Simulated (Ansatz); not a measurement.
## MoSi2: response to strain

The parent structure is MoSi2 (space group I4/mmm, No. 139; a = 3.2168 Å, c = 7.8746 Å; relaxed with 0.1 eV smearing). Axes: x, y, z lie along a, b, c of the conventional cell.

Strains are applied to the cell and any free atomic positions relax; under biaxial strain the out-of-plane vector relaxes too.

Calculations: PBE (Ansatz, a quantum-chemistry and plane-wave program, PAW, no spin-orbit coupling).

Notes on the quantities. in-plane stress: mean in-plane stress (compression positive); energy relative to the base: free energy F.

| case | shortest interatomic distance | ratio −ε⊥/ε∥ | in-plane stress | energy relative to the base |
|---|---|---|---|---|
| base | 259.7 pm | – | – | 0 meV/atom |
| biaxial strain −2.50 %, plane normal [001], relaxed out of plane | 257.9 pm | 0.41 | +12.9 GPa | +26 meV/atom |
| biaxial strain −1.50 %, plane normal [001], relaxed out of plane | 259.5 pm | 0.39 | +7.5 GPa | +9.3 meV/atom |
| biaxial strain −1.00 %, plane normal [001], relaxed out of plane | 260.3 pm | 0.38 | +4.9 GPa | +4.1 meV/atom |
| biaxial strain −0.50 %, plane normal [001], relaxed out of plane | 260.4 pm | – | +2.4 GPa | +1.0 meV/atom |
| biaxial strain +1.00 %, plane normal [001], relaxed out of plane | 258.6 pm | 0.35 | -4.5 GPa | +3.9 meV/atom |
| biaxial strain +1.50 %, plane normal [001], relaxed out of plane | 258.1 pm | 0.34 | -6.6 GPa | +8.6 meV/atom |
| biaxial strain +2.00 %, plane normal [001], relaxed out of plane | 257.5 pm | 0.33 | -8.6 GPa | +15 meV/atom |
| biaxial strain +2.50 %, plane normal [001], relaxed out of plane | 257.1 pm | 0.32 | -10.6 GPa | +23 meV/atom |
| biaxial strain +3.00 %, plane normal [001], relaxed out of plane | 256.6 pm | 0.32 | -12.4 GPa | +33 meV/atom |

No phonon test of stability was made. The final runs are not spin-polarised.
